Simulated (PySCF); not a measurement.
PySCF 2.14.0, B3LYP/def2-svp, df: Ni(Me)2(en) ([CH3][Ni]1([CH3])<-[NH2]CC[NH2]->1), 21 atoms. The geometry is a generated start, not checked to be a minimum at this level.

```json
{
 "task": "energy",
 "method": "b3lyp",
 "basis": "def2-svp",
 "two_electron_scheme": "density fitting",
 "mol.max_memory": "3000 MB",
 "mf.max_cycle": "100",
 "mf.conv_tol": "1e-09 (default)",
 "mf.grids.level": "3 (default)",
 "basis_functions": "185",
 "grid_points": "242232"
}
```

```xyz
21

Ni    -0.7460     0.2362    -0.0329
C     -2.4720    -0.5948    -0.0478
H     -2.3491    -1.4572    -0.7231
H     -3.3886    -0.0818    -0.3437
H     -2.6207    -0.9713     0.9784
C     -1.6202     1.9414     0.0003
H     -1.1690     2.4962    -0.8391
H     -1.2763     2.3932     0.9459
H     -2.6991     2.0877    -0.0562
C      1.7855    -1.3092    -0.3190
C      2.1977     0.0011     0.3546
N      1.2274     1.0237    -0.0189
N      0.3863    -1.5649     0.0083
H      2.4564    -2.1235    -0.0034
H      1.8715    -1.1975    -1.4041
H      3.2293     0.2607     0.0725
H      2.1635    -0.1278     1.4409
H      1.3571     1.2844    -0.9967
H      1.3434     1.8659     0.5401
H      0.3050    -1.8294     0.9900
H      0.0179    -2.3332    -0.5461
```

Charge 0 and multiplicity 1 are set for this test and not shown to be the ground state.

With the defaults (mf.DIIS = CDIIS, mf.diis = true, mf.init_guess = minao, mf.diis_space = 8, mf.damp = 0, mf.diis_start_cycle = 1, mf.diis_damp = 0, mf.level_shift = 0) it converges in 31 Fock builds. One run each on 2 threads, 1 BLAS thread, with these changes:
- mf.diis = false
- mf.level_shift = 1 Hartree
- mf.damp = 0.3, mf.diis_start_cycle = 4
- mf.init_guess = sap
- mf.init_guess = huckel
- mf.diis_space = 5
- mf.DIIS = EDIIS
- mf.diis_damp = 0.3
- mf.damp = 0.7, mf.diis_start_cycle = 8

Task: Which of these changes keep the SCF from converging, or lead it to another solution?

Result: No convergence: mf.DIIS = EDIIS; mf.diis = false (the run ends without SCF convergence in 100 cycles). The rest reach the solution of the defaults.

```json
[
 {"setting": "mf.init_guess = sap", "Fock builds": "17", "end": "same solution"},
 {"setting": "mf.diis_damp = 0.3", "Fock builds": "20", "end": "same solution"},
 {"setting": "mf.init_guess = huckel", "Fock builds": "20", "end": "same solution"},
 {"setting": "mf.damp = 0.7, mf.diis_start_cycle = 8", "Fock builds": "28", "end": "same solution"},
 {"setting": "mf.diis_space = 5", "Fock builds": "30", "end": "same solution"},
 {"setting": "the defaults", "Fock builds": "31", "end": "same solution"},
 {"setting": "mf.damp = 0.3, mf.diis_start_cycle = 4", "Fock builds": "31", "end": "same solution"},
 {"setting": "mf.level_shift = 1 Hartree", "Fock builds": "65", "end": "same solution"},
 {"setting": "mf.DIIS = EDIIS", "Fock builds": "101", "end": "no convergence"},
 {"setting": "mf.diis = false", "Fock builds": "101", "end": "no convergence"}
]
```
